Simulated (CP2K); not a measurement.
Band structure of SiSbPt₅ (P4/mmm, 7 atoms in the cell).

```yaml
crystal:
  lattice:
    - [3.99638, 0.00000, 0.00000]
    - [0.00000, 3.99638, 0.00000]
    - [0.00000, 0.00000, 7.27309]
  atoms:
    - { symbol: Si, position: [0.00000, 0.00000, 0.50000] }
    - { symbol: Sb, position: [0.50000, 0.50000, 0.00000] }
    - { symbol: Pt, position: [0.00000, 0.50000, 0.30040] }
    - { symbol: Pt, position: [0.00000, 0.50000, 0.69960] }
    - { symbol: Pt, position: [0.50000, 0.00000, 0.30040] }
    - { symbol: Pt, position: [0.50000, 0.00000, 0.69960] }
    - { symbol: Pt, position: [0.00000, 0.00000, 0.00000] }
```

Method: LDA (Pade form), GPW, DZVP-MOLOPT-SR-GTH basis, GTH-PADE potentials (GTH_POTENTIALS) (CP2K).

Settings: CUTOFF = 500 Ry; REL_CUTOFF = 60 Ry; SMEAR/METHOD = GAUSSIAN; SIGMA = 0.1 eV; KPOINTS/SCHEME = MONKHORST-PACK 6 6 3; GAMMA_CENTERED = T; XC_FUNCTIONAL = PADE; Si/BASIS_SET = DZVP-MOLOPT-SR-GTH-q4; Si/POTENTIAL = GTH-PADE-q4; Sb/BASIS_SET = DZVP-MOLOPT-SR-GTH-q5; Sb/POTENTIAL = GTH-PADE-q5; Pt/BASIS_SET = DZVP-MOLOPT-SR-GTH-q18; Pt/POTENTIAL = GTH-PADE-q18; METHOD = GPW.

The starting cell comes from a database of computed structures (which also holds hypothetical and non-ambient phases and stackings), without a prior relaxation at this level. Spin-orbit coupling is off. Spin polarisation is off. Values carry the incompleteness of an atom-centred basis.

Levels in eV from the Fermi level, bands 46 to 51:
| point | 46 | 47 | 48 | 49 | 50 | 51 |
|---|---|---|---|---|---|---|
| Γ | -1.31 | -1.31 | -1.14 | 0.05 | 0.09 | 0.22 |
| X | -2.25 | -2.07 | -1.68 | -1.17 | -0.35 | -0.03 |
| M | -1.86 | -1.78 | -1.37 | -0.52 | -0.52 | -0.51 |
| Z | -0.50 | -0.15 | 0.05 | 0.09 | 0.09 | 0.09 |
| R | -2.06 | -2.03 | -1.72 | -1.06 | 0.03 | 1.64 |
| A | -1.95 | -1.42 | -1.42 | -1.21 | 0.17 | 0.17 |

Bands cross the Fermi level along this path, so the cell is metallic at this level.

Higher empty bands are left out: an atom-centred basis made for the valence describes them poorly.
